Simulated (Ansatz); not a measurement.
Formation energy of the localised charge states of Au_Zn in zinc-blende ZnS (start: the Zn site; 64-site cell, 2×2×2 shifted sampling) against the Fermi level, Zn-rich (Δμ(Zn) = 0.00 eV, Δμ(Au) = -0.43 eV, bounded by ZnAu (Pm-3m); only phases computed here count, gases as isolated molecules at 0 K). Computed with PBE, PAW (plane waves to 420 eV; Ansatz, a quantum-chemistry and plane-wave program).

Charges with a result: +1, 0, −1. Others weren't obtained, and one of them could lie lower, also by skipping a charge.

Details: 64-site cell; 2×2×2 shifted k-points; host gap 2.01 eV; charged states image-corrected; no spin–orbit coupling; finite-size errors of tenths of an eV.

Left out: charge +1 (carrier in host band states).

```
E_F − E_VBM (eV)  q = 0  q = −1
----------------  -----  ------
0.00               3.24    3.86
0.25               3.24    3.61
0.50               3.24    3.36
0.76               3.24    3.11
1.01               3.24    2.85
1.26               3.24    2.60
1.51               3.24    2.35
1.76               3.24    2.10
2.01               3.24    1.85
```

Crossings of the lowest lines: (0/−1) at 0.62 eV.
